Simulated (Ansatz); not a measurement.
Consider a 16-atom supercell of HgTe in the zinc blende structure (space group F-43m, No. 216) at its relaxed geometry.

```
CELL_PARAMETERS angstrom
      0.00000     6.65069     6.65069
      6.65069     0.00000     6.65069
      6.65069     6.65069     0.00000
ATOMIC_POSITIONS crystal
  Te 0.37500 0.37500 0.37500
  Te 0.37500 0.37500 0.87500
  Te 0.37500 0.87500 0.37500
  Te 0.37500 0.87500 0.87500
  Te 0.87500 0.37500 0.37500
  Te 0.87500 0.37500 0.87500
  Te 0.87500 0.87500 0.37500
  Te 0.87500 0.87500 0.87500
  Hg 0.00000 0.00000 0.00000
  Hg 0.00000 0.00000 0.50000
  Hg 0.00000 0.50000 0.00000
  Hg 0.00000 0.50000 0.50000
  Hg 0.50000 0.00000 0.00000
  Hg 0.50000 0.00000 0.50000
  Hg 0.50000 0.50000 0.00000
  Hg 0.50000 0.50000 0.50000
```

Method: PBE, PAW, 420 eV (Ansatz, a program for electronic structure; no SOC), earlier PAW set.

Base values:

| Quantity | Result |
|---|---|
| Mean distance from the defect site to its nearest host atoms | 2.88 Å |
| Pressure | 0.0 GPa |

Now apply this change: a neutral Hg vacancy, atoms relaxed at fixed cell, starting from a slightly rattled geometry.

What does the calculation give for the largest displacement of a host atom from its site in the perfect cell, mean distance from the defect site to its nearest host atoms and pressure after the change?

The largest displacement of a host atom from its site in the perfect cell amounts to 0.18 Å; the mean distance from the defect site to its nearest host atoms falls by 0.18 Å to 2.70 Å; the pressure goes from zero to -1.7 GPa.

The cell is small, so the values are those of an ordered compound at a high defect concentration; dilute-limit values will differ. The final runs are not spin-polarised. The defect cell is not spin-polarised.
